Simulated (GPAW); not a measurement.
GPAW run on NbH (P1, 4 atoms in the cell): self-consistent single point.

Computed with LDA (Perdew-Wang 92), GPAW PAW datasets LDA (gpaw-data 1.0.1) (plane waves; GPAW).

The change in words: atoms moved at random. Reference geometry:
```yaml
crystal:
  lattice:
    - [1.85422, -2.40469, 0.00000]
    - [1.85422, 2.40469, 0.00000]
    - [0.00000, 0.00000, 4.82729]
  atoms:
    - { symbol: Nb, position: [0.75000, 0.25000, 0.26884] }
    - { symbol: Nb, position: [0.25000, 0.75000, 0.73116] }
    - { symbol: H, position: [0.25000, 0.25000, 0.00000] }
    - { symbol: H, position: [0.75000, 0.75000, 0.00000] }
```

Reference input (self-consistent single point, DFT LDA (Perdew-Wang 92), plane waves, GPAW PAW datasets LDA (gpaw-data 1.0.1)): mode = pw; ecut = 800 eV; xc = LDA; kpts = 11 11 7; mesh shift (steps) = 0 0 0; occupations.name = methfessel-paxton; occupations.width = 0.136 eV; occupations.order = 0; nbands = -12; convergence.forces = 0.001 eV/Å; symmetry.symmorphic = false; symmetry.tolerance = 0.0005. This run's input differs from it in these lines:

```diff
@@ -8,6 +8,6 @@
                     [0.000000, 0.000000, 4.827290]],
-              scaled_positions=[[0.750000, 0.250000, 0.268840],
-                                [0.250000, 0.750000, 0.731160],
-                                [0.250000, 0.250000, 0.000000],
-                                [0.750000, 0.750000, 0.000000]],
+              scaled_positions=[[0.754778, 0.245295, 0.267172],
+                                [0.227614, 0.738403, 0.737716],
+                                [0.275144, 0.261523, -0.000120],
+                                [0.742464, 0.754780, -0.004769]],
               pbc=True)
```

The program printed (abridged):

```
     iter     time        total  log10-change:
                         energy   eigst   dens  force
iter:   1 --:--:--   -33.119100
iter:   2 --:--:--   -32.704495   -1.39  -1.03
iter:   3 --:--:--   -30.847881   -0.66  -1.06
iter:   4 --:--:--   -30.788391   -2.77  -1.69
iter:   5 --:--:--   -30.675183   -2.42  -1.72
iter:   6 --:--:--   -30.676377   -3.40  -2.07
iter:   7 --:--:--   -30.658341   -3.38  -2.17
iter:   8 --:--:--   -30.654942   -4.20  -2.35
iter:   9 --:--:--   -30.651675c  -3.34  -2.48
iter:  10 --:--:--   -30.651684c  -5.01  -3.03
iter:  11 --:--:--   -30.651348c  -4.15  -3.05
iter:  12 --:--:--   -30.651188c  -5.27  -3.29
iter:  13 --:--:--   -30.651191c  -5.70  -3.78
iter:  14 --:--:--   -30.651190c  -7.40  -3.99
iter:  15 --:--:--   -30.651187c  -7.21  -4.08c
iter:  16 --:--:--   -30.651186c  -7.81c -4.25c
iter:  17 --:--:--   -30.651186c  -8.09c -4.32c -2.31
iter:  18 --:--:--   -30.651185c  -8.08c -4.50c -2.68
iter:  19 --:--:--   -30.651185c  -8.44c -4.56c -2.97
iter:  20 --:--:--   -30.651185c  -9.19c -4.58c -2.96
iter:  21 --:--:--   -30.651185c  -8.76c -4.67c -3.05c
Converged after 21 iterations.

Dipole moment: (-0.353370, 0.016314, 0.383717) |e|*Ang

Energy contributions relative to reference atoms: (reference = -207615.318034)

Kinetic:         -3.821436
Potential:       -7.813798
External:        +0.000000
XC:             -18.884718
Entropy (-ST):   -0.009838
Local:           -0.126314
SIC:             +0.000000
--------------------------
Free energy:    -30.656104
Extrapolated:   -30.651185

Showing only first 2 kpts
 Kpt  Band  Eigenvalues  Occupancy
  0    12      9.27567    2.00000
  0    13      9.30944    2.00000
  0    14     10.37200    0.00362
  0    15     11.01119    0.00000

  1    12      9.05745    2.00000
  1    13      9.44850    2.00000
  1    14     10.36213    0.00500
  1    15     11.04906    0.00000

Fermi level: 10.09218

No gap
No difference between direct/indirect transitions
Energy (eV): -30.651185

Forces in eV/Ang:
  0 Nb    0.09241    0.14608    0.22942
  1 Nb    0.46079   -0.20192   -0.44527
  2 H    -0.45435    0.10322    0.04662
  3 H    -0.09896   -0.04737    0.16962

Stress tensor:
     0.081573     0.001792    -0.002341
     0.001792     0.075945     0.002256
    -0.002341     0.002256     0.081045
Stress (GPa, Voigt): [13.0694 12.1678 12.9848  0.3614 -0.3751  0.287 ]
```

The run converged in 21 iterations. GPAW prints stress with tension positive. Against the reference run the free energy goes up by 11.3 meV/atom, the pressure goes from -13.15 to -12.74 GPa and the largest force goes from 0.070 to 0.672 eV/Å.

The starting cell comes from a database of computed structures (which also holds hypothetical and non-ambient phases and stackings), without a prior relaxation at this level. Its lattice was rescaled by a random factor within 2.5 % of one. For this run, on top of that: atoms moved at random. Spin polarisation is off. With a pressure of about -13 GPa the cell is away from its equilibrium volume at this level.

Cost on one core of a shared machine: roughly 5 min.
